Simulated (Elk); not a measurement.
Worked example: self-consistent single point of V3Cr (Fm-3m, 4 atoms in the cell) in Elk.

Computed with PBEsol, all-electron FP-LAPW, Elk's shipped species files, default APW+lo basis (Elk 10.2.4).

```
V3Cr
1.0
    0.00000     2.94043     2.94043
    2.94043     0.00000     2.94043
    2.94043     2.94043     0.00000
V Cr
3 1
Cartesian
  1.47022   1.47022   1.47022
  4.41065   4.41065   4.41065
  2.94043   2.94043   2.94043
  0.00000   0.00000   0.00000
```

Reference input (self-consistent single point, DFT, PBEsol, all-electron FP-LAPW, Elk's shipped species files, default APW+lo basis): xctype = 22; stype = 0; swidth = 0.00499791 Ha; ngridk = 6 6 6; rmtscf = 0.94; maxscl = 100. This run's input differs from it in these lines:

```diff
@@ -41,3 +41,3 @@
 ngridk
-  6 6 6
+  15 15 15
```

Output (repeated stretches shortened):

```
│ Self-consistent loop started │
│ Loop number : 1 │
 total energy                :     -3880.58848498
│ Loop number : 2 │
 total energy                :     -3880.63404204
RMS change in Kohn-Sham potential (target) :   0.8692894048     (  0.1000000000E-05)
Absolute change in total energy (target)   :   0.4555705690E-01 (  0.1000000000E-03)
│ Loop number : 3 │
 total energy                :     -3884.17116007
RMS change in Kohn-Sham potential (target) :   0.7788236302     (  0.1000000000E-05)
Absolute change in total energy (target)   :    3.548507290     (  0.1000000000E-03)
│ Loop number : 4 │
   [... lines left out ...]
Absolute change in total energy (target)   :   0.1154011379E-02 (  0.1000000000E-03)
│ Loop number : 18 │
 total energy                :     -3894.91983803
RMS change in Kohn-Sham potential (target) :   0.6115868244E-05 (  0.1000000000E-05)
Absolute change in total energy (target)   :   0.3380129028E-03 (  0.1000000000E-03)
│ Loop number : 19 │
 total energy                :     -3894.91981238
RMS change in Kohn-Sham potential (target) :   0.5844380787E-06 (  0.1000000000E-05)
Absolute change in total energy (target)   :   0.5885444580E-04 (  0.1000000000E-03)
Convergence targets achieved

│ Loop number : 20 │

Energies :
 Fermi                       :     0.365551787170
 total energy                :     -3894.91981515

Density of states at Fermi energy :    153.9014240
 (states/Hartree/unit cell)

Estimated indirect band gap :   0.6817905206E-03
 from k-point     83 to k-point     69
Estimated direct band gap   :   0.3043901417E-02
 at k-point     25

Charges :
 core                        :    40.00000000
 valence                     :    53.00000000
 interstitial                :    6.160600911
 muffin-tins (core leakage)
  species :    1 (V)
   atom    1                 :    21.41437339     (  0.5930491653E-09)
   atom    2                 :    21.41437339     (  0.5930491653E-09)
   atom    3                 :    21.43634250     (  0.5495479627E-09)
  species :    2 (Cr)
   atom    1                 :    22.57430981     (  0.1211404310E-09)
 total in muffin-tins        :    86.83939909
 total calculated charge     :    93.01698812
 total charge                :    93.00000000
 error                       :   0.1698812166E-01

│ Self-consistent loop stopped │
```

The run converged in 20 iterations. The count includes the last loop, which Elk runs after its targets are met. Against the reference run the total energy rises by 8.2 meV/atom.

The starting cell comes from a database of computed structures (which also holds hypothetical and non-ambient phases and stackings), without a prior relaxation at this level. Spin polarisation is off. Values depend on the basis (sphere radii, cutoffs, local orbitals), which need not be converged. The log's line on a gap gives a spacing of levels on this mesh, which the program prints for metals too.

Cost on one core of a shared machine: roughly 90 s.
